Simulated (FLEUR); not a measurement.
# Converging the k-point mesh at a smearing width of 0.05 eV: Pd (Fm-3m, 1 atom in the cell)

```
CELL_PARAMETERS angstrom
      0.00000     1.95084     1.95084
      1.95084     0.00000     1.95084
      1.95084     1.95084     0.00000
ATOMIC_POSITIONS crystal
  Pd 0.00000 0.00000 0.00000
```

Computed with PBE, all-electron FLAPW (FLEUR), scalar-relativistic valence.

Base settings: Kmax = 4.1 1/bohr; GmaxXC = 12.3 1/bohr; xcFunctional = pbe; jspins = 1; l_soc = F; mode = hist; fermiSmearingEnergy = 0.00367493 Htr; mesh (inpgen div1-3) = 10 10 10; inpgen gamma flag = true; Gmax = 12.3 1/bohr.

In this ladder: fermiSmearingEnergy = 0.00183747 Htr. Moved along: kpt_gamma.

The second cell is the first with its lattice scaled by 0.98.

Only quantities that move along the ladder and can be compared are tabulated.

The starting cell has typed, rounded lattice constants, without a prior relaxation at this level. Its lattice was rescaled by up to half a per cent. Spin polarisation is off. Values depend on the basis (sphere radii, cutoffs, local orbitals), which need not be converged.

```csv
kpt_div,free energy less the last step's (meV/atom),energy of the compressed cell less the first (meV/atom)
5 5 5,150.47,85.82
6 6 6,-10.20,64.65
7 7 7,-8.96,75.40
9 9 9,-5.33,69.68
11 11 11,13.42,74.14
13 13 13,-3.32,72.14
16 16 16,0.03,72.33
19 19 19,1.46,72.32
23 23 23,-0.30,71.30
28 28 28,0.64,71.74
34 34 34,0.00,71.56
```

Coarsest kpt_div that holds the energy of the compressed cell less the first within 1 meV/atom of the last step, with all finer ones: 13 13 13; the step before is off by 2.6 meV/atom.

Coarsest kpt_div that holds the free energy within 2 meV/atom of the last step, with all finer ones: 16 16 16; the step before is off by 3.3 meV/atom.

The energy difference between the two cells stays within 1 meV/atom of the last step's from 13 13 13 on, the total only from 23 23 23 on: much of the error is common to both cells and cancels.
